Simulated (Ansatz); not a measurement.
BaTiO3: response to strain

The parent structure is BaTiO₃ in the cubic perovskite structure (space group Pm-3m, No. 221; a = 3.9699 Å). Axes: x, y, z lie along the cube axes.

Strains are applied to the cell and any free atomic positions relax; under stress the whole cell relaxes.

Calculations: Ansatz (a program for electronic structure), PBEsol, PAW, cutoff 420 eV, no SOC.

Notes on the quantities. energy relative to the base: free energy F.

| variant | shortest interatomic distance | band gap | smallest direct gap | energy relative to the base |
|---|---|---|---|---|
| base | 3.751 bohr | 1.82 eV | 1.89 eV | 0 meV/atom |
| isotropic strain −1.78 % | 3.684 bohr | 1.92 eV | 1.93 eV | +21 meV/atom |
| isotropic strain −0.36 % | 3.737 bohr | 1.84 eV | 1.90 eV | +0.8 meV/atom |
| isotropic strain +3.45 % | 3.880 bohr | 1.61 eV | 1.78 eV | +67 meV/atom |
| isotropic strain +4.28 % | 3.912 bohr | 1.56 eV | 1.75 eV | +100 meV/atom |
| uniaxial strain ε_yy = +2.01 % | 3.751 bohr | … | … | … |
| uniaxial stress, 0.5 GPa tension along z | 3.749 bohr | 1.81 eV | 1.89 eV | 0.0 meV/atom |
| uniaxial stress, 3 GPa compression along z | 3.710 bohr | 1.80 eV | 1.87 eV | +1.2 meV/atom |
| uniaxial stress, 1 GPa compression along z | 3.737 bohr | 1.81 eV | 1.88 eV | +0.1 meV/atom |

Problem. What belongs in the blanks?

Solution. 
- uniaxial strain ε_yy = +2.01 %, band gap: 1.73 eV
- uniaxial strain ε_yy = +2.01 %, smallest direct gap: 1.86 eV
- uniaxial strain ε_yy = +2.01 %, energy relative to the base: +4.7 meV/atom

Beyond what the load breaks, stability against distortions was not tested. The final runs are not spin-polarised. Many cubic perovskites are stable only at high temperature; tilts and polar distortions were not tested. This is not the structure that BaTiO3 has at room temperature and ambient pressure.
